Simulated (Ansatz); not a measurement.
The starting structures come from a database of crystals and need not be the phases stable at ambient conditions.

 Where the default PAW files enter, the runs use the earlier of Ansatz's two default sets.

Tunnelling through a barrier is set by its complex band structure: the current falls as exp(−2κd) with the smallest κ.

Given:

```xyz
8
Lattice="4.5476 0.0000 0.0000 0.5724 6.1590 0.0000 0.0000 0.0000 3.7393" Properties=species:S:1:pos:R:3 pbc="T T T"
K      3.7022     1.9072     2.8045
K      1.4177     4.2518     0.9348
H      1.4345     0.8026     1.7237
H      3.6854     5.3564     2.0156
H      3.6854     5.3564     3.5934
H      1.4345     0.8026     0.1459
N      1.3748     1.4564     0.9348
N      3.7451     4.7026     2.8045
```

Space group of this cell: P2_1/m. The cell is taken as given.

Transport runs along the normal of the first two printed cell vectors.

The gap is the functional's own. No spin-orbit coupling. Mid-gap values are interpolated on the energy grid.

Task: State the band gap and the smallest decay constant κ at mid-gap according to PBEsol (Ansatz, a first-principles code).

Result: Gap 2.09 eV on a 8×6×8 mesh; κ = 0.347 1/Å, at the zone centre.
